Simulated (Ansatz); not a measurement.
End structure of the (0001) surface of wurtzite CdSe (in the relaxation 3 Cd–Se bonds broke), Cd-terminated, 2x2 cell from a buckled start (bottom of the slab: 2 H on 4 bottom sites):

```
CELL_PARAMETERS angstrom
      8.76567     0.00000     0.00000
     -4.38283     7.59129     0.00000
      0.00000     0.00000    29.50000
ATOMIC_POSITIONS crystal
  Se 0.33101 0.16901 0.33565
  Se 0.83559 0.16424 0.31637
  Se 0.33580 0.66444 0.31637
  Se 0.83109 0.66894 0.33579
  Cd 0.14692 0.35311 0.35530
  Cd 0.68336 0.31650 0.35586
  Cd 0.18355 0.81669 0.35586
  Cd 0.64694 0.85309 0.35551
  Se 0.16667 0.33333 0.44667
  Se 0.66667 0.33333 0.44667
  Se 0.16667 0.83333 0.44667
  Se 0.66667 0.83333 0.44667
  Cd 0.33333 0.16667 0.47681
  Cd 0.83333 0.16667 0.47681
  Cd 0.33333 0.66667 0.47681
  Cd 0.83333 0.66667 0.47681
  Se 0.33427 0.16583 0.56823
  Se 0.83086 0.16565 0.56855
  Se 0.33450 0.66927 0.56853
  Se 0.83318 0.66696 0.56655
  Cd 0.16640 0.33373 0.59725
  Cd 0.66957 0.33938 0.59981
  Cd 0.16079 0.83059 0.59980
  Cd 0.66945 0.83068 0.59992
  Se 0.16662 0.33356 0.68950
  Se 0.68231 0.36529 0.69087
  Se 0.13487 0.81784 0.69087
  Se 0.68246 0.81772 0.69100
  Cd 0.34510 0.15499 0.69244
  Cd 0.80938 0.15497 0.69226
  Cd 0.34516 0.69076 0.69226
  Cd 0.83373 0.66701 0.78585
  H  0.33681 0.16320 0.28558
  H  0.83692 0.66309 0.28571
```

Set-up: 34 atoms, 13.4 Å thick at the start with caps and adatoms (thin: gaps and levels are the slab's own); mesh 3x3x1; 0.025 eV smearing; dipole correction on; 8 atoms held, the rest relaxed; no symmetry held; no spin, no spin-orbit, no U. In PBE it is, or lies within 0.01 eV a 1x1 cell of, the lowest of the 2 structures of its composition computed so far; larger cells were not tried.

Q: Give the gap of the slab on its k-mesh at the level Ansatz (an electronic-structure program) with PBE.

A: 0.78 eV

Q: What highest filled level below the top vacuum level does PBE give?

A: 5.11 eV
